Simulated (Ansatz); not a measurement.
Defect: O vacancy in corundum, neutral cell. Level of theory: HSE06, atoms relaxed with HSE06 at the PBE lattice, PAW (plane waves to 420 eV; Ansatz, an electronic-structure program).

270-site cell at the relaxed PBE lattice, the Γ point alone, smearing 0.01 eV, spin-restricted, no finite-size correction. Static, classical nuclei. The charge state is imposed; whether it is stable for some Fermi level was not computed. Forms of the defect that were not tried may lie lower.

The step: a nearby O atom hops onto the vacant site. Atoms about the jump, Cartesian Å from the middle of the jump, before and after:

```
atom     x0     y0     z0     x1     y1     z1
----  -----  -----  -----  -----  -----  -----
O1     0.37   0.75   1.09  -0.37  -0.75  -1.09
Al2    1.13  -0.75   0.26   1.07  -0.69   0.29
Al3   -1.30   0.64   1.95  -1.23   0.63   1.90
Al4   -1.27   0.58  -1.90  -1.30   0.64  -1.94
Al5    1.10   2.03  -0.24   1.12   2.04  -0.26
O6    -0.56   2.13  -1.09  -0.56   2.14  -1.08
O7     1.83   0.52  -1.09   1.84   0.54  -1.09
O8    -2.04  -0.86   1.10  -2.03  -0.87   1.10
Al9   -1.27  -2.07  -0.28  -1.30  -2.14  -0.24
O10    0.18  -2.13   1.10   0.17  -2.14   1.10
O11   -2.23   2.03   1.10  -2.22   2.02   1.10
O12   -2.97   0.52  -1.09  -2.97   0.53  -1.09
Al13   1.13  -0.75  -2.44   1.11  -0.75  -2.42
O14    1.83  -2.01  -1.09   1.84  -2.02  -1.09
```

**Question.** Predict the transition state.

**Answer.** 
```csv
atom,x,y,z
O1,-0.26,0.16,-0.01
Al2,1.17,-0.84,0.26
Al3,-1.21,0.58,1.73
Al4,-1.25,0.66,-1.81
Al5,1.09,2.00,-0.29
O6,-0.55,2.27,-1.15
O7,1.89,0.51,-1.14
O8,-2.13,-0.96,1.16
Al9,-1.37,-2.20,-0.16
O10,0.17,-2.18,1.10
O11,-2.22,2.02,1.07
O12,-2.97,0.52,-1.07
Al13,1.21,-0.73,-2.52
O14,1.81,-2.00,-1.10
```
It lies 4.59 eV above the start and 4.59 eV above the end. The saddle point's order was not checked.
